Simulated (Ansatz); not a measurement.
Take Ta in the bcc (W type) structure (space group Im-3m, No. 229; a = 3.282 Å; relaxed with 0.1 eV smearing) as the base. Axes: x, y, z lie along the cube axes.

The values are results of PBEsol, PAW, 420 eV (Ansatz, a first-principles code; scalar-relativistic without spin-orbit coupling), not measurements.

Now apply this change: an isotropic linear strain of −2.00 %; the atoms relax in the strained cell.

Task: Predict the stress tensor and what it implies for the stiffness.

Result: Stress of the strained cell less that of the base (GPa, compression positive):
```
   14.0     0.0     0.0
    0.0    14.0     0.0
    0.0     0.0    14.0
```

Then B = −ΔP/(ΔV/V₀) with ΔV/V₀ = -0.0588 gives secant stiffness values (nonlinear terms included at this strain): B ≈ 238 GPa.

As a check, the harmonic strain energy −½ V₀ Δσ:ε is 46 meV/atom; the computed energy rise is 43 meV/atom.

Stability against distortions was not tested. All final runs are without spin polarisation.
